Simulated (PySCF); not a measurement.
PySCF 2.14.0, R2SCAN/def2-svpd, df: Hf(Cl)2(NH2)2 ([NH2][Hf]([NH2])([Cl])[Cl]), 9 atoms. The geometry is a generated start, not checked to be a minimum at this level.

```json
{
  "task": "energy",
  "method": "r2scan",
  "basis": "def2-svpd",
  "two_electron_scheme": "density fitting",
  "mol.max_memory": "3000 MB",
  "mf.max_cycle": "100",
  "mf.diis_space": "8 (default)",
  "mf.conv_tol": "1e-09 (default)",
  "mf.grids.level": "3 (default)",
  "effective_core_potentials": "those of the basis set, past Kr",
  "basis_functions": "161",
  "grid_points": "128592"
}
```

```xyz
9

Hf     0.6612     0.0409     0.3623
Cl     2.6659    -0.3986    -0.6471
Cl     1.1031     0.5733     2.5441
N     -0.3778     1.5559    -0.4269
H     -1.1327     1.9720     0.1235
H     -0.6936     1.5562    -1.3987
N     -0.4613    -1.5806     0.0453
H     -0.2940    -2.1284    -0.8021
H     -1.4708    -1.5907     0.1996
```

Charge 0 and multiplicity 1 are set for this test and not shown to be the ground state.

With the defaults (mf.DIIS = CDIIS, mf.diis = true, mf.init_guess = minao, mf.damp = 0, mf.diis_start_cycle = 1, newton = off, mf.diis_damp = 0, mf.level_shift = 0) it converges in 14 Fock builds. One run each on 2 threads, 1 BLAS thread, with these changes:
- mf.init_guess = mod_huckel
- mf.DIIS = EDIIS
- mf.damp = 0.3, mf.diis_start_cycle = 4
- newton = Hessian by the SCF's own integrals
- mf.diis_damp = 0.3
- mf.init_guess = 1e
- mf.diis = false
- mf.init_guess = huckel
- mf.level_shift = 1 Hartree

Task: Which of these changes keep the SCF from converging, or lead it to another solution?

Result: No convergence: mf.DIIS = EDIIS; mf.diis = false (the run ends without SCF convergence in 100 cycles). The rest reach the solution of the defaults.

```json
[
 {"setting": "mf.diis_damp = 0.3", "Fock builds": "13", "end": "same solution"},
 {"setting": "the defaults", "Fock builds": "14", "end": "same solution"},
 {"setting": "mf.init_guess = mod_huckel", "Fock builds": "16", "end": "same solution"},
 {"setting": "mf.init_guess = huckel", "Fock builds": "17", "end": "same solution"},
 {"setting": "mf.damp = 0.3, mf.diis_start_cycle = 4", "Fock builds": "17", "end": "same solution"},
 {"setting": "mf.init_guess = 1e", "Fock builds": "30", "end": "same solution"},
 {"setting": "newton = Hessian by the SCF's own integrals", "Fock builds": "34", "end": "same solution"},
 {"setting": "mf.level_shift = 1 Hartree", "Fock builds": "38", "end": "same solution"},
 {"setting": "mf.DIIS = EDIIS", "Fock builds": "101", "end": "no convergence"},
 {"setting": "mf.diis = false", "Fock builds": "101", "end": "no convergence"}
]
```

Under newton the count holds the products with the orbital Hessian.
